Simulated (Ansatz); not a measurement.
Tunnelling through a barrier is set by its complex band structure: the current falls as exp(−2κd) with the smallest κ.

Given:

```xyz
3
Lattice="3.6693 0.0000 0.0000 0.0000 5.8075 0.0000 1.8347 0.0000 3.1777" Properties=species:S:1:pos:R:3 pbc="T T T"
Sn     0.0000     0.0000     0.0000
S      1.8347     4.3292     1.0592
S      3.6693     1.4783     2.1185
```

Space group of this cell: P-3m1, CdI2 type. The cell was relaxed by PBE-D3(BJ); by PBEsol its mean pressure is -0.6 GPa.

Transport runs along the normal of the first two printed cell vectors, the (100) plane of the conventional cell.

The gap is the functional's own. No spin-orbit coupling. Mid-gap values are those at the computed energy nearest the middle.

Task: Give the band gap and the smallest decay constant κ at mid-gap that Ansatz (a program for electronic structure) with PBEsol yields.

Result: Gap 1.19 eV on a 10×6×10 mesh; κ = 0.156 1/Å, at the zone centre.
